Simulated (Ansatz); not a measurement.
Cost and result by functional for the surface energy of the (321) surface of diamond in its 1x1 cell, relaxed from an ideal cut (the real face may reconstruct), outermost plane spacing 0.48 Å in the ideal cut (in the relaxation 2 C–C bonds broke), in Ansatz (plane waves, PAW). Single points on the PBE structure, on one kind of machine; costs are rough ratios of the slab run's core time (references not counted) to the cheapest single point. r2SCAN's cost holds its higher cutoff (500 against 420 eV). Differences are taken against HSE06 for comparison alone: no measured value is at hand, so the table doesn't rank accuracy. HSE06 ran on a coarser k-mesh, which lowers its cost and carries part of its shift.

Set-up: 50 atoms, 11.5 Å thick at the start; mesh 6x5x1; 0.025 eV smearing; dipole correction on; all atoms relaxed; symmetry of the start imposed; no spin, no spin-orbit, no U. These notes are the PBE run's.

```json
[
 {"functional": "LDA", "relative cost": "1", "surface energy (J/m²)": "6.23", "less HSE06 (J/m²)": "0.01"},
 {"functional": "PBEsol", "relative cost": "1", "surface energy (J/m²)": "5.90", "less HSE06 (J/m²)": "-0.32"},
 {"functional": "RPBE", "relative cost": "1", "surface energy (J/m²)": "5.15", "less HSE06 (J/m²)": "-1.07"},
 {"functional": "r2SCAN", "relative cost": "2", "surface energy (J/m²)": "5.95", "less HSE06 (J/m²)": "-0.27"},
 {"functional": "HSE06", "relative cost": "10", "surface energy (J/m²)": "6.22", "less HSE06 (J/m²)": "0.00"},
 {"functional": "PBE (the relaxed run's value)", "relative cost": "–", "surface energy (J/m²)": "5.49", "less HSE06 (J/m²)": "-0.73"}
]
```

The values span 1.08 J/m², while the single points' costs differ by a factor of roughly 10. Differences are of unrounded values.

Ansatz is a program for electronic structure.
